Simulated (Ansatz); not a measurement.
Base system: GaP in the zinc blende structure (space group F-43m, No. 216).

```
GaP
1.0
    0.00000     2.71928     2.71928
    2.71928     0.00000     2.71928
    2.71928     2.71928     0.00000
Ga P
1 1
Direct
  0.00000   0.00000   0.00000
  0.25000   0.25000   0.25000
```

Level of theory: PBEsol (Ansatz, a program for electronic structure; PAW; 420 eV plane waves; without spin-orbit coupling).

Strains are applied to the cell and any free atomic positions relax.

One change was made to it. Results:

```json
[
 {"quantity": "pressure", "base": "0.00 GPa", "after": "-1.23 GPa"},
 {"quantity": "band gap", "base": "1.45 eV", "after": "1.48 eV"}
]
```

Q: Name the change that was made.
A. isotropic strain +0.50 %
B. isotropic strain +1.50 %
C. isotropic strain −2.50 %
D. isotropic strain +2.50 %
E. isotropic strain +3.00 %

A: A, isotropic strain +0.50 %. For comparison, the band gap in the other runs: isotropic strain +1.50 % gives 1.44 eV; isotropic strain −2.50 % gives 1.30 eV; isotropic strain +3.00 % gives 1.09 eV; isotropic strain +2.50 % gives 1.20 eV.

Stability against distortions was not tested.
